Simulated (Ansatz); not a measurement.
Consider the following.

End structure of the (100) surface of rock-salt TiN, clean 1x1 (bottom of the slab: a bare face, its two planes held):

```xyz
12
Lattice="3.0030 0.0000 0.0000 0.0000 3.0030 0.0000 0.0000 0.0000 27.0000" Properties=species:S:1:pos:R:3 pbc="T T T"
N      0.0000     0.0000     8.1914
Ti     1.5015     1.5015     8.1914
N      1.5015     1.5015    10.3148
Ti     0.0000     0.0000    10.3148
N      0.0000     0.0000    12.4491
Ti     1.5015     1.5015    12.4249
N      1.5015     1.5015    14.5335
Ti     0.0000     0.0000    14.5858
N      0.0000     0.0000    16.6936
Ti     1.5015     1.5015    16.6506
N      1.5015     1.5015    18.8520
Ti     0.0000     0.0000    18.6731
```

Slab: 12 atoms, 10.6 Å thick at the start with caps and adatoms (thin: gaps and levels are the slab's own); k 12x12x1, smearing 0.1 eV, dipole-corrected; single point; on the structure that PBE left under its start's symmetry; no spin, no spin-orbit, no U.

Question: Predict the work function of the top face from r2SCAN, at the PBE geometry (Ansatz, an electronic-structure program).

Answer: 2.85 eV
